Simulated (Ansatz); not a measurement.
C (model structure, P4₂/ncm, No. 138, 12 atoms in the cell), treated with r²SCAN+rVV10 (plane waves, PAW; Ansatz, a program for electronic structure).

Input file:

Ansatz 0.2 input:
```yaml
crystal:
  lattice:
    - [3.4145065009, 0.0, 0.0]
    - [0.0, 3.4145065009, 0.0]
    - [0.0, 0.0, 6.0608666892]
  atoms:
    - { symbol: C, position: [0.8317283392, 0.3317283392, 0.3596648073] }
    - { symbol: C, position: [0.1682716608, 0.6682716608, 0.3596648073] }
    - { symbol: C, position: [0.1682716608, 0.3317283392, 0.8596648073] }
    - { symbol: C, position: [0.8317283392, 0.6682716608, 0.8596648073] }
    - { symbol: C, position: [0.6682716608, 0.8317283392, 0.6403351927] }
    - { symbol: C, position: [0.3317283392, 0.1682716608, 0.6403351927] }
    - { symbol: C, position: [0.3317283392, 0.8317283392, 0.1403351927] }
    - { symbol: C, position: [0.6682716608, 0.1682716608, 0.1403351927] }
    - { symbol: C, position: [0.0, 0.0, 0.5] }
    - { symbol: C, position: [0.5, 0.5, 0.0] }
    - { symbol: C, position: [0.5, 0.5, 0.5] }
    - { symbol: C, position: [0.0, 0.0, 0.0] }
basis:
  ecutwfc: 560
  ecutrho_ratio: 4
  xc_grid: 3
kpoints:
  mp_grid: { grid: [10, 10, 8] }
  band_path:
    path:
      - [0.0, 0.0, 0.0]
      - [0.0, 0.055556, 0.0]
      - [0.0, 0.111111, 0.0]
      - [0.0, 0.166667, 0.0]
      - [0.0, 0.222222, 0.0]
      - [0.0, 0.277778, 0.0]
      - [0.0, 0.333333, 0.0]
      - [0.0, 0.388889, 0.0]
      - [0.0, 0.444444, 0.0]
      - [0.0, 0.5, 0.0]
      - [0.055556, 0.5, 0.0]
      - [0.111111, 0.5, 0.0]
      - [0.166667, 0.5, 0.0]
      - [0.222222, 0.5, 0.0]
      - [0.277778, 0.5, 0.0]
      - [0.333333, 0.5, 0.0]
      - [0.388889, 0.5, 0.0]
      - [0.444444, 0.5, 0.0]
      - [0.5, 0.5, 0.0]
      - [0.461538, 0.461538, 0.0]
      - [0.423077, 0.423077, 0.0]
      - [0.384615, 0.384615, 0.0]
      - [0.346154, 0.346154, 0.0]
      - [0.307692, 0.307692, 0.0]
      - [0.269231, 0.269231, 0.0]
      - [0.230769, 0.230769, 0.0]
      - [0.192308, 0.192308, 0.0]
      - [0.153846, 0.153846, 0.0]
      - [0.115385, 0.115385, 0.0]
      - [0.076923, 0.076923, 0.0]
      - [0.038462, 0.038462, 0.0]
      - [0.0, 0.0, 0.125]
      - [0.0, 0.0, 0.25]
      - [0.0, 0.0, 0.375]
      - [0.0, 0.0, 0.5]
      - [0.0, 0.055556, 0.5]
      - [0.0, 0.111111, 0.5]
      - [0.0, 0.166667, 0.5]
      - [0.0, 0.222222, 0.5]
      - [0.0, 0.277778, 0.5]
      - [0.0, 0.333333, 0.5]
      - [0.0, 0.388889, 0.5]
      - [0.0, 0.444444, 0.5]
      - [0.0, 0.5, 0.5]
      - [0.055556, 0.5, 0.5]
      - [0.111111, 0.5, 0.5]
      - [0.166667, 0.5, 0.5]
      - [0.222222, 0.5, 0.5]
      - [0.277778, 0.5, 0.5]
      - [0.333333, 0.5, 0.5]
      - [0.388889, 0.5, 0.5]
      - [0.444444, 0.5, 0.5]
      - [0.5, 0.5, 0.5]
      - [0.461538, 0.461538, 0.5]
      - [0.423077, 0.423077, 0.5]
      - [0.384615, 0.384615, 0.5]
      - [0.346154, 0.346154, 0.5]
      - [0.307692, 0.307692, 0.5]
      - [0.269231, 0.269231, 0.5]
      - [0.230769, 0.230769, 0.5]
      - [0.192308, 0.192308, 0.5]
      - [0.153846, 0.153846, 0.5]
      - [0.115385, 0.115385, 0.5]
      - [0.076923, 0.076923, 0.5]
      - [0.038462, 0.038462, 0.5]
      - [0.0, 0.5, 0.125]
      - [0.0, 0.5, 0.25]
      - [0.0, 0.5, 0.375]
      - [0.5, 0.5, 0.125]
      - [0.5, 0.5, 0.25]
      - [0.5, 0.5, 0.375]
    npoints: 1
hamiltonian:
  xc: r2scan
  dispersion: rvv10
  pseudopotentials: { kind: paw }
scf:
  occupations: { method: fermi_dirac, width: 0.01 }
  convergence: { dr2_threshold: 0.0000000012 }
output:
  forces: true
  stress: true
  eigenvalues: true
  write_bands: true
```

Excerpt of the program's output:

```
Crystal: 12 atoms, lattice volume = 70.663 Å³
Basis set: ecut = 560 eV, 2143 PW (Γ), exchange–correlation on 81×81×144 points (27 copies of the dense FFT grid, shifted against one another)
Bands: 36, of which v1, the nominal top of the filled ones, is band 24 counted from 1 (23 counted from 0)
Symmetry: 16 space group operations
Space group: P42/ncm (ITA 138), of the structure as read, at distance tolerance 4.1e-5 Å
k-points: 105 of 800
Functional: x = r2scan, c = r2scan + rvv10(b = 11.95, C = 0.0093); τ floored in thin density (d = 2e-4 eV/Å³)
SCF iter   1: F=—  HF=-3015.269455 eV  |F-HF|=—  |Δ(HF+E_count)|=         —  Δρ=1.07e-2  dr2=3.40e-2  dr2_τ=2.20e0
SCF iter   2: F=—  HF=-3015.624708 eV  |F-HF|=—  |Δ(HF+E_count)|=   3.55e-1  Δρ=5.99e-3  dr2=7.80e-3  dr2_τ=4.91e-4
  ...
SCF iter   6: F=—  HF=-3015.624606 eV  |F-HF|=—  |Δ(HF+E_count)|=   1.98e-6  Δρ=1.51e-5  dr2=3.55e-8  dr2_τ=4.52e-9
SCF iter   7: F=-3015.624606 eV  HF=-3015.624606 eV  |F-HF|=4.52e-10  |Δ(HF+E_count)|=   5.14e-8  Δρ=1.75e-6  dr2=6.64e-10  dr2_τ=1.11e-10
SCF 1 converged in 7 iterations: F = -3015.624606 eV  dr2 = 6.64e-10
SCF converged after 7 iterations
Free energy (F): -3015.624606 eV
Internal energy: -3015.624606 eV  (E = F + TS)
E sigma→0 (E₀):  -3015.624606 eV
Fermi energy:    13.364471 eV
--- Forces (eV/Å), atoms counted from 1 ---
  atom   1  C     -0.00007911    -0.00007911    -0.00004637
  atom   2  C      0.00007911     0.00007911    -0.00004637
  atom   3  C      0.00007911    -0.00007911    -0.00004637
  atom   4  C     -0.00007911     0.00007911    -0.00004637
  atom   5  C      0.00007911    -0.00007911     0.00004637
  atom   6  C     -0.00007911     0.00007911     0.00004637
  atom   7  C     -0.00007911    -0.00007911     0.00004637
  atom   8  C      0.00007911     0.00007911     0.00004637
  atom   9  C      0.00000000     0.00000000    -0.00000000
  atom  10  C      0.00000000     0.00000000     0.00000000
  atom  11  C      0.00000000     0.00000000    -0.00000000
  atom  12  C      0.00000000     0.00000000     0.00000000
--- Stress (GPa, compression-positive) ---
        0.000551       0.000000       0.000000
        0.000000       0.000551       0.000000
        0.000000       0.000000       0.000872
  P = ⅓ Tr σ = 0.0007 GPa (0.007 kbar)
```

The PAW data were made under PBE.

Note: the relaxation could raise the start's symmetry but not lower it, so the cell can be a saddle point.

A model structure was made by putting elements into a prototype or built by hand; it is no filed structure, need not be a known phase, and can be a saddle point held by its symmetry.
